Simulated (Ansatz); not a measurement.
SrTiO3: isotropic strain −0.99 %

Take SrTiO$_{3}$ in the cubic perovskite structure (space group Pm-3m, No. 221; a = 3.891 Å) as the base.

It is then changed as follows: every lattice vector is shortened by 0.99 %, atoms relaxed at fixed cell.

Calculations: PBEsol (Ansatz, a first-principles code), without spin-orbit coupling. k-mesh 9×9×9 (Γ-centred); smearing 0.05 eV (Fermi–Dirac).

```tsv
quantity	base	changed	shift
space group	Pm-3m (No. 221)	Pm-3m (No. 221)	–
shortest interatomic distance	1.946 Å	1.926 Å	-0.0193 Å
energy relative to the base (free energy F)	0 meV/atom	+6.3 meV/atom	+6.3 meV/atom
pressure	0.01 GPa	5.93 GPa	+5.926 GPa
band gap	1.85 eV	1.90 eV	+0.05 eV
gap character	indirect, R → Γ	indirect, R → Γ	–
smallest direct gap	2.19 eV	2.22 eV	+0.03 eV
mean gap deformation potential ΔEg/Δln V	–	-1.8 eV	–
width of the top valence band	1.05 eV	1.07 eV	+0.02 eV
```

Whether these cells are dynamically stable was not tested. All final runs are without spin polarisation. Many cubic perovskites are stable only at high temperature; tilts and polar distortions were not tested.
